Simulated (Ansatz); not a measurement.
**CdS: band gap against strain**

CdS (zinc blende, F-43m, 25.382 Å³/atom at rest) under an equal strain ε in the (001) plane with the normal axis free, as in a coherent film. r2SCAN in Ansatz, a plane-wave DFT program (PAW, default set), 500 eV, 10×10×10 Γ-centred mesh, Fermi-Dirac smearing 0.05 eV; ions are relaxed within the symmetry of each cell. Gaps are the smallest over the k-mesh and a band path, without spin-orbit coupling; in all rows the valence edge lies at Γ and the conduction edge at Γ.

Here s stands for strain and Eg for gap.

```csv
strain (%),gap (eV)
0.00,1.544
0.50,1.513
1.00,1.484
1.50,1.456
3.00,?
```

Question: Using a straight line, estimate the missing Eg at s = 3.00 from the other rows, showing the fit.

Answer: Means: s 0.75000, Eg 1.4992. About the means, the sum of products is -0.073250 and the sum of squares of s is 1.2500; the slope is their ratio. Least squares gives Eg = 1.5432 - 0.05860·s. Residuals (row less fit): 0.0008, -0.0009, -0.0006, 0.0007; standard error 0.0011 (degrees of freedom: 2). Over these rows the gap moves by -5.9 ± 0.10 eV per unit strain. At the withheld row, Eg = 1.5432 - 0.05860 × 3.0 = 1.3674 eV. The calculation gives 1.379 eV, 0.0116 eV above the prediction (7.0 % of the range of Eg in the table). The row lies outside the fitted rows, so this is an extrapolation. From the scatter of the fitted rows alone, a prediction at this place has a standard error of 0.0025 eV, so the miss is 4.6 times that.

One order more, fitted to all 7 runs of the series, follows each within 0.001, so the miss is the next term of a smooth law. CdS is here a metastable form; wurtzite is the usual one. Rows are the converged runs of the series near zero and its far end; series whose fitted rows scatter by over a few per cent of the range, as at a crossing or softening among them, aren't shown in this form. Most that stay on the fit to the last digits aren't either.
